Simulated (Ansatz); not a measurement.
Worked example: relaxation of cell and atoms of ZrSeS (P3m1, 3 atoms in the cell) in Ansatz (a program for electronic structure).

Level of theory: LDA (PW92), default PAW files made with PBE (plane waves; Ansatz).

The change in words: atoms on their sites; basis.ecutwfc: 420 eV → 210 eV; relax: default → cell and atoms. Reference geometry:
```
CELL_PARAMETERS angstrom
      3.76127     0.00000     0.00000
     -1.88064     3.25736     0.00000
      0.00000     0.00000     6.25352
ATOMIC_POSITIONS crystal
  Zr 0.00000 0.00000 0.02050
  Se 0.66667 0.33333 0.75338
  S  0.33333 0.66667 0.23411
```

Reference input (self-consistent single point, DFT, LDA (PW92), plane waves, default PAW files made with PBE): basis.ecutwfc = 420 eV; kpoints.mp_grid.grid = 8 8 4; hamiltonian.xc = lda; hamiltonian.pseudopotentials = {kind: paw} (the program's default PAW files); scf.occupations.method = fermi_dirac; scf.occupations.width = 0.02 eV. This run's input differs from it in these lines:

Ansatz 0.2 input:
```diff
@@ -6,3 +6,3 @@
   atoms:
-    - { symbol: Zr, position: [0.00000000, 0.00000000, 0.02050500] }
+    - { symbol: Zr, position: [0.00000000, 0.00000000, 0.01251000] }
     - { symbol: Se, position: [0.66666700, 0.33333300, 0.75338000] }
@@ -10,3 +10,3 @@
 basis:
-  ecutwfc: 420.0
+  ecutwfc: 210.0
 kpoints:
@@ -18,2 +18,4 @@
   occupations: { method: fermi_dirac, width: 0.02 }
+relax:
+  cell: {}
 output:
```

Output (repeated stretches shortened):

```
   [... SCF lines of the steps left out ...]
relax step   1: F+E_penalty+E_count = -10331.29581309 eV  Δ(F+E_penalty+E_count) = +0.000e0 eV  max|allowed force component| = 3.554e-1 eV/Å  Δτ_max = 0.0000 Å  P = -4.428 GPa  Ω = 76.617 Å³  (8 SCF iters, dr2 threshold 1.00e-7 eV, accepted)
relax step   2: F+E_penalty+E_count = -10332.94257631 eV  Δ(F+E_penalty+E_count) = -1.647e0 eV  max|allowed force component| = 6.081e-1 eV/Å  Δτ_max = 0.0626 Å  P = +19.560 GPa  Ω = 67.544 Å³  energy of the carried Pulay correction = +2.061e0 eV  (8 [...]
   [... lines left out ...]
relax step  55: F+E_penalty+E_count = -10331.41282468 eV  Δ(F+E_penalty+E_count) = -3.206e-3 eV  max|allowed force component| = 3.381e-4 eV/Å  Δτ_max = 0.0004 Å  P = -0.010 GPa  Ω = 67.285 Å³  energy of the carried Pulay correction = +3.202e-3 eV  [...]
relax step  56: F+E_penalty+E_count = -10331.40657836 eV  Δ(F+E_penalty+E_count) = +6.246e-3 eV  max|allowed force component| = 1.897e-3 eV/Å  Δτ_max = 0.0000 Å  P = -0.024 GPa  Ω = 67.285 Å³  stress off target by 4.43e-2 GPa  SCF on the basis [...]
basis re-selected at this cell: Δ(F+E_penalty+E_count) = +6.246e-3 eV, ΔP = -0.014 GPa vs the last step
the relaxation is at rest under the 6 symmetry operations that the run kept from its start: a minimum is not shown …
Free energy (F): -10331.406578 eV
Internal energy: -10331.406571 eV  (E = F + TS)
E sigma→0 (E₀):  -10331.406575 eV
Entropy (-TS):   -0.000007 eV (-0.002 meV/atom)
Fermi energy:    9.062544 eV
--- Forces (eV/Å), atoms counted from 1 ---
  atom   1  Zr     0.00000000     0.00000000     0.00171280
   [... lines left out ...]
  cell:  # Å, volume = 67.2847 Å³
   [... lines left out ...]
    - [-1.8246099747973106, 3.1603171803459107, -2.8256156369373336e-32]
    - [1.20988985719116e-32, -4.726132254652968e-32, 5.834255496507513]
  atoms:
    - { symbol: Zr, position: [-1.667475653527802e-33, -3.1073769022771665e-33, 0.012800773602512016] }
    - { symbol: Se, position: [0.6666666666666667, 0.33333333333333337, 0.7337459196888457] }
    - { symbol: S, position: [0.33333333333333337, 0.6666666666666667, 0.25345330670864236] }
```

The run converged. 

Summary of the result:
```
Property                                                                                                                Result
-----------------------------------------------  -----------------------------------------------------------------------------
Free energy E − TS (on the zero of these files)                                                                 -10331.4066 eV
Gap on the k-point mesh                                                                                                0.28 eV
Pressure                                                                                                             -0.02 GPa
Largest force (vector length)                                                                                       0.002 eV/Å
Final cell                                       a = 3.6492 Å, b = 3.6492 Å, c = 5.8343 Å, α = 90.00°, β = 90.00°, γ = 120.00°
Final volume per atom                                                                                                 22.43 Å³
Relaxation steps                                                                                                            56
```

The starting cell comes from a database of computed structures (which also holds hypothetical and non-ambient phases and stackings), without a prior relaxation at this level. Its lattice was rescaled by up to half a per cent. The relaxation keeps the symmetry of its start, so its end need not be a minimum. Ansatz's pressure includes its estimate of the finite-basis (Pulay) stress. Without the estimate this run gives -38.56 GPa. The cutoff lies below the one recommended for these files.

Cost on one core of a shared machine: roughly 2 min.
